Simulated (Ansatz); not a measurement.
GaP under load (space group R3m), r2SCAN with spin-orbit coupling, rigid bands (Ansatz, an electronic-structure program). Condition of this run: uniaxial stress along [111] of -7 GPa (compression positive) (the target of the relaxation). Band gap 1.57 eV, N_c = 5.90e19 cm⁻³ and N_v = 1.12e19 cm⁻³ at 300 K, conductivity masses of 0.339 mₑ (electrons) and 0.423 mₑ (holes). Take k_BT = 0.02585 eV.

Problem. What built-in voltage has an abrupt junction with N_A = 1e17 and N_D = 1e17 cm⁻³, all dopants ionised?

Solution. V_bi = E_g/e − (k_BT/e) ln(N_c N_v/(N_A N_D)) = 1.57 − 0.02585 × 11.10 = 1.28 V, for the computed gap.

Problem. A film of it is 5 nm thick. Estimate the confinement energies in an infinite well.

Solution. ħ²π²/(2m t²) = 0.376 eV·nm²/(m/mₑ × t²) gives 44.4 meV for electrons and 35.6 meV for holes, so the gap would widen to about 1.65 eV. Finite barriers and nonparabolic bands lower this, and with several valleys or bands the heaviest mass along the normal sets the lowest level, not this average.

Problem. Find the intrinsic carrier density and the intrinsic Fermi level.

Solution. n_i = √(N_c N_v) exp(−E_g/2k_BT) = 2.57e19 × exp(−30.37) = 1.7e6 cm⁻³. The level lies (k_BT/2) ln(N_v/N_c) = -21 meV from mid-gap (positive towards the conduction band). Each 0.1 eV added to the gap lowers n_i by a factor of 6.9.

Rigid bands with the computed gap; masses take one relaxation time for all states. Geometry: cell and atoms relaxed with PBEsol.
